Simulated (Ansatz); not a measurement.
ZrN under a change: Zr → Ti

Base system: ZrN in the rock salt structure (space group Fm-3m, No. 225; a = 4.595 Å).

One thing is altered: every Zr is replaced by Ti; the structure is relaxed again.

All numbers come from PBE in Ansatz (plane waves to 420 eV, PAW, no spin-orbit coupling). Γ-centred 19×19×19 mesh, Fermi–Dirac width 0.05 eV, for the changed cell.

* **Density**: 5.37 g/cm³ (base 7.21 g/cm³)
* **Lattice parameter a**: 4.247 Å (base 4.595 Å)
* **Space group**: Fm-3m (No. 225) (base Fm-3m (No. 225))
* **Shortest interatomic distance**: 2.123 Å (base 2.297 Å)
* **Band gap**: zero (base zero)

Final structure:

```
CELL_PARAMETERS angstrom
      0.00000     2.12346     2.12346
      2.12346     0.00000     2.12346
      2.12346     2.12346     0.00000
ATOMIC_POSITIONS crystal
  N  0.00000 0.00000 0.00000
  Ti 0.50000 0.50000 0.50000
```

Cost of the whole job for the changed cell (relaxation, final SCF and bands): roughly 40 core-seconds.

Stability against distortions was not tested. The final runs are not spin-polarised. An odd electron count without spin: TiN and ZrN.

Ansatz is an electronic-structure program.
